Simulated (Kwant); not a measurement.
System: normal lead on a InAs wire with induced superconductivity. Mass 0.023 mₑ, grid 10 nm, pairing Δ = 0.25 meV, chemical potential 0.11 meV in the wire and 5 meV in the lead, Rashba 0.055 eV nm, Zeeman energy 0.38 meV along the wire, barrier 5.5 meV × 30 nm; the superconducting wire is semi-infinite.

The device is made up for the run: typed textbook-type constants, with dimensions and the other settings drawn at random.

Kwant, Bogoliubov-de Gennes tight-binding model of one subband, both spins, coherent transport at 0 K. Conductance is in e²/h.

Problem. Does the wire meet the condition for a Majorana end state, and what zero-bias conductance follows?

Solution. √(Δ² + μ²) = 0.273 meV against a Zeeman energy of 0.380 meV: the condition is met, so G(0) = 2e²/h whatever the barrier. Simulated G(0) = 2.00 e²/h.
